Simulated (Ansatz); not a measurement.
The structure below was relaxed with PBE in Ansatz (plane waves to 420 eV, PAW, scalar-relativistic without spin-orbit coupling), earlier PAW set.

```
GaP
1.0
    0.00000     2.75325     2.75325
    2.75325     0.00000     2.75325
    2.75325     2.75325     0.00000
P Ga
1 1
Cartesian
  1.37663   1.37663   1.37663
  0.00000   0.00000   0.00000
```

**Question.** Find the space group and the Wyckoff positions.

**Answer.** Space group F-43m (No. 216); a = 5.5065 Å, b = 5.5065 Å, c = 5.5065 Å, α = 90.00°, β = 90.00°, γ = 90.00°

```tsv
atom	site	symmetry	x	y	z
P	4d	-43m	0.7500	0.7500	0.7500
Ga	4a	-43m	0.0000	0.0000	0.0000
```

**Question.** Describe the coordination.

**Answer.** The crystal has 8 atoms in its conventional cell. Lattice parameters: a = 5.5065 Å, b = 5.5065 Å, c = 5.5065 Å, α = 90.00°, β = 90.00°, γ = 90.00°. P sees 4 Ga at 2.384 Å (tetrahedral). Ga is coordinated by 4 P at 2.384 Å (tetrahedral). (Neighbours: up to the widest gap in distance over summed covalent radii, below 1.35, at either atom; cation-cation and far metal-metal contacts left out.)

Stability against distortions was not tested. The cell was made from GaSb by this change: Sb → P.

Ansatz is a first-principles code.
